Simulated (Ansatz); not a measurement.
Data:

```xyz
4
Lattice="3.7011 0.0000 0.0000 -1.8505 3.2052 0.0000 0.0000 0.0000 6.0933" Properties=species:S:1:pos:R:3 pbc="T T T"
Zn     1.8505     1.0684     6.0882
Zn     0.0000     2.1368     3.0415
S      1.8505     1.0684     3.8147
S      0.0000     2.1368     0.7680
```

No spin polarisation.

Level of theory: r2SCAN, PAW, 500 eV (Ansatz, a first-principles code; no SOC). Settings: 10×10×6 k-points, 0.05 eV Fermi–Dirac smearing.

Predict the width of the top valence band, electron mass, band gap and gap character.


```json
{
 "width_of_the_top_valence_band": "2.48 eV",
 "electron_mass": "0.18 mₑ along c, 0.22 mₑ across (at Γ)",
 "band_gap": "3.15 eV",
 "gap_character": "direct at Γ"
}
```

Load acts through the strain it causes; cell and atoms are relaxed under it. Effective masses come from finite differences of ±0.01 Å⁻¹. Whether these cells are dynamically stable was not tested. Tetrahedral semiconductors of this kind turn to denser phases somewhere between about 1 and 50 GPa; those were not computed, so compressed cells here can lie past the real transition. The cell was made from ZnS in the wurtzite structure (space group P6_3mc, No. 186) by this change: pressure 7.5 GPa.
